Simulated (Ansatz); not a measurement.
# Pressure series in hypothetical diamond Bi

Consider Bi in the diamond structure (space group Fd-3m, No. 227; a = 7.289 Å; a hypothetical phase, not in the database extracts checked).

Cell and atoms are relaxed at each pressure.

Computed with PBE, PAW, 420 eV (Ansatz, an electronic-structure program; no spin-orbit coupling).

Two rows of this table had their results exchanged by mistake.

```tsv
pressure	volume per atom (Å³)	shortest distance (Å)	band gap
pressure −2 GPa	40.48	2.973	zero
pressure −1 GPa	50.30	3.197	zero
pressure 0.3 GPa	47.92	3.146	zero
pressure 0.7 GPa	47.30	3.132	zero
pressure 1.5 GPa	46.18	3.107	zero
pressure 3 GPa	44.37	3.066	zero
pressure 5 GPa	42.43	3.020	zero
pressure 7.5 GPa	52.63	3.245	zero
pressure 10 GPa	38.90	2.934	zero
```

Task: Which two?

Result: The rows for pressure −2 GPa and pressure 7.5 GPa: the volume has to fall steadily with pressure, so 52.63 Å³ belongs to pressure −2 GPa and 40.48 Å³ to pressure 7.5 GPa.

Load acts through the strain it causes; cell and atoms are relaxed under it. Whether these cells are dynamically stable was not tested. Competing high-pressure phases were not computed.
